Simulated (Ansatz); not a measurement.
Defect migration in monoclinic ZrO2 with all lengths changed by -1 %: interstitial Na, charge state +1. The step: one Na atom jumps by itself; the atom moves 3.44 Å along (0.00, -0.42, 0.50) of the unit cell; the moving atom starts with neighbours 2 O at 2.05, O at 2.17, 2 O at 2.23; Zr at 2.47 Å and ends with 2 O at 2.05, O at 2.17, 2 O at 2.23; Zr at 2.47 Å. DFT values are from Ansatz (plane-wave PAW, 420 eV unless said) in a cell of 96 host sites, spin-restricted, static, with no finite-size correction. The charge state is imposed; whether it is stable for some Fermi level was not computed. Sites that were not tried may lie lower. For the PBE band: the saddle point's order was not checked.

```
Level                                                              Forward barrier (eV)  Cost of the band or of the saddle's single point
-----------------------------------------------------------------  --------------------  ------------------------------------------------
CHGNet universal potential (has no charge state), its own band                     2.40                                                 -
PBE, the Γ point alone, band relaxed                                               2.93                           roughly 40 core-minutes
PBE, a 2×2×2 k-point mesh shifted by half a step, same geometries                  2.94                            roughly 7 core-minutes
```

Ansatz is a program for electronic structure.
